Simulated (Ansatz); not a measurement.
Where the default PAW files enter, the runs use the earlier of Ansatz's two default sets.

Consider the following.

```
CELL_PARAMETERS angstrom
      4.99740     0.00000     0.00000
     -2.49870     4.32788     0.00000
      2.49870     1.44263     4.48355
ATOMIC_POSITIONS crystal
  Ga 0.28882 0.14441 0.56677
  Ga 0.71118 0.85559 0.43323
  Ga 0.71118 0.35559 0.93323
  Ga 0.28882 0.64441 0.06677
  O  0.80316 0.55316 0.25000
  O  0.19684 0.44684 0.75000
  O  0.19684 0.25000 0.25000
  O  0.80316 0.75000 0.75000
  O  0.50000 0.94684 0.25000
  O  0.50000 0.05316 0.75000
```

Space group of this cell: R-3c, corundum. The cell is taken as given; by r2SCAN its mean pressure is -1.4 GPa.

Level of theory: r2SCAN (plane waves, PAW; Ansatz, a quantum-chemistry and plane-wave program).

The current runs along the normal of the first two printed vectors; no spin-orbit coupling. Scaled by the factor s: all lengths (ions clamped). Meshes 8×8×8 and 12×12 across the current in all rows.

```csv
s,mean pressure (GPa),band gap (eV)
0.98,14.5,4.21
1.00,-1.4,3.51
1.02,-13.3,?
```

### Question
Take the slope of the band gap against ln s from the two given rows, extrapolate to s = 1.02, and say what the run there gives.

### Answer
Slope = (4.21 − 3.51) / ln 0.98 = -34.6 eV. The line gives 3.51 + (-34.6) × ln 1.02 = 2.82 eV. The run gives 2.86 eV, 0.04 eV over the line, 5 % of the predicted step.
